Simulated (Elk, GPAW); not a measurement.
An Elk input for a self-consistent single point of Nb (Im-3m, 1 atom in the cell) (DFT, LDA (PW92), all-electron FP-LAPW, Elk's shipped species files, APW+lo basis with extra local orbitals):

```
tasks
  0

rgkmax
  8.0

gmaxvr
  16.0

nxlo
  2

lorbcnd
  .true.

lmaxi
  3

swidth
  0.00367493

maxscl
  100

scale
  5.510911446

avec
   -0.5773502692    0.5773502692    0.5773502692
    0.5773502692   -0.5773502692    0.5773502692
    0.5773502692    0.5773502692   -0.5773502692

atoms
  1
  'Nb.in'
  1
  0.0000000000  0.0000000000  0.0000000000    0.0 0.0 0.0

ngridk
  11 11 11
```

Task: Translate this input to GPAW.

Result: This is the input that was run; spellings and numerical settings could be chosen otherwise.

```python
from ase import Atoms
from ase.units import GPa
from gpaw import GPAW

atoms = Atoms(['Nb'],
              cell=[[-1.683697, 1.683697, 1.683697],
                    [1.683697, -1.683697, 1.683697],
                    [1.683697, 1.683697, -1.683697]],
              scaled_positions=[[0.000000, 0.000000, 0.000000]],
              pbc=True)

calc = GPAW(mode={'name': 'pw', 'ecut': 550},
            xc='LDA',
            kpts=(11, 11, 11),
            occupations={'name': 'fermi-dirac', 'width': 0.1},
            nbands=-7,
            convergence={'density': 1e-05},
            symmetry={'symmorphic': False, 'tolerance': 0.0005},
            maxiter=100)

atoms.calc = calc

energy = atoms.get_potential_energy()
print('Energy (eV):', round(energy, 6))
forces = atoms.get_forces()
print('Forces (eV/Ang):')
print(forces.round(5))
stress = atoms.get_stress()
print('Stress (GPa, Voigt):', (stress / GPa).round(4))
```

Basis settings and potentials, where a program has them, do not carry over. This input uses DFT LDA (Perdew-Wang 92), plane waves, GPAW PAW datasets LDA (gpaw-data 1.0.1). LDA parametrisations can differ slightly between programs.

The starting cell comes from a database of computed structures (which also holds hypothetical and non-ambient phases and stackings), without a prior relaxation at this level. Its lattice was rescaled by a random factor within 2.5 % of one.
